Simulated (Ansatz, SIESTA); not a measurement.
**Code comparison for CaNiN (P4_2/mmc, 6 atoms in the cell)**

Self-consistent single point.

```xyz
6
Lattice="3.5366 0.0000 0.0000 0.0000 3.5366 0.0000 0.0000 0.0000 7.0467" Properties=species:S:1:pos:R:3 pbc="T T T"
Ca     0.0000     0.0000     5.2850
Ca     0.0000     0.0000     1.7617
Ni     1.7683     1.7683     0.0000
Ni     1.7683     1.7683     3.5234
N      1.7683     0.0000     3.5234
N      0.0000     1.7683     0.0000
```
Moments meant for the start (each program seeds them in its own way; μB, in the order of the atoms Ca Ca Ni Ni N N): 0.0 0.0 2.0 2.0 0.0 0.0.

Shared settings, as Ansatz (an electronic-structure program) writes them: kpoints.mp_grid.grid = 6 6 3; scf.occupations.method = gaussian; scf.occupations.width = 0.136 eV. Potentials and cutoffs stand in the table.

```tsv
code	model	pressure (GPa)	cutoff
Ansatz	LDA (PW92), PAW files made with PBE	-7.18	420 eV
SIESTA	LDA PW92, numerical atomic orbitals TZP, PseudoDojo LDA standard norm-conserving potentials (rewritten from UPF to PSML)	-2.44	grid 350 Ry
```

On Ansatz's run: the starting moments vanished: the run ended non-magnetic, which need not be the lowest state. The program warned that a starting moment was not kept.

The spread over the programs that give each value: pressure within 4.74 GPa.

SIESTA uses small atom-centred bases, whose incompleteness enters pressures, forces and empty levels differently from a plane-wave cutoff. Ansatz's pressure is given at a fixed set of plane waves, as the other plane-wave codes print theirs; with its correction for the finite basis it is -6.98 GPa (the shift of 0.20 GPa shows how far the cutoff is from converged).

The starting cell comes from a database of computed structures (which also holds hypothetical and non-ambient phases and stackings), without a prior relaxation at this level.

Left out of this page: GPAW (not drawn, or without a comparable value).

Keys are those of Ansatz 0.2.
